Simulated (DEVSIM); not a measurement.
Device: Schottky contact on n-type Ge, at 250 K.

Layer 1 from the left is Ge, thickness (μm) 2.80, Nd (cm⁻³) 5.5e15, τn (s) 2.9e-5, τp (s) 2.9e-5.

Left contact: Schottky, work function 4.41 eV, emission velocity 6.1e6 cm/s. Right contact: ohmic. Voltage is applied to the left contact. Recombination: SRH at mid-gap, Auger. Mobility is constant in doping.

Constants are typed, rounded textbook-type inputs, not results; the design itself was drawn at random and stands for no fabricated device. Values at 300 K; Nc and Nv go as T^1.5, mobilities as T to minus their exponent, the gap by Varshni's rule with the affinity fixed.

Ge: gap (eV) 0.664, affinity (eV) 4, permittivity 16, Nc (cm⁻³) 1.04e19, Nv (cm⁻³) 6e18, μn (cm²/Vs) 3900, μp (cm²/Vs) 1900, T exponent of μn 1.66, T exponent of μp 2.33, Cn (cm⁶/s) 1e-31, Cp (cm⁶/s) 1e-31, Varshni α (eV/K) 0.000477, Varshni β (K) 235.

Model (solved in DEVSIM): 1D drift-diffusion, Boltzmann statistics, complete ionisation; no tunnelling, impact ionisation, image-force lowering or self-heating. Metal contacts follow the ideal Schottky-Mott rule: no Fermi-level pinning, no interface dipoles.

Dark forward current:

```csv
|V| (V),|J| (A/cm²)
0.05,0.3558
0.10,3.879
0.15,35.51
0.20,213.0
0.25,642.4
0.30,1240
0.35,1922
0.40,2649
```

Question: Work out the local ideality factor n = ΔV / (kT/q · ln(J2/J1)) between the rows 0.10 and 0.15 V, 0.35 and 0.40 V.

Answer: kT/q = 21.54 mV. From 0.10 to 0.15 V: ln(35.51/3.879) = 2.214, n = 1.05, near the 1 of diffusion or emission over a barrier. From 0.35 to 0.40 V: ln(2649/1922) = 0.321, n = 7.24; the layers' resistance at their doping, Σ W/(qμN) = 6.0e-5 Ω cm², would take 44 mV of this step of 50 mV.

Question: Estimate the current at 0.10 V for emission alone, J0 = q v N_band exp(−φB/kT), and read the barrier back from the simulated current.

Answer: φB = 0.410 eV, N_band = 7.91e18 cm⁻³, J0 = 0.0419 A/cm²; J = J0 (exp(qV/kT) − 1) = 4.30 A/cm². The simulation gives 3.88 A/cm²; the estimate lies 11 % above. Read backwards, the simulated current gives an apparent barrier of 0.412 eV. The estimate leaves out transport through the depletion region and minority injection.
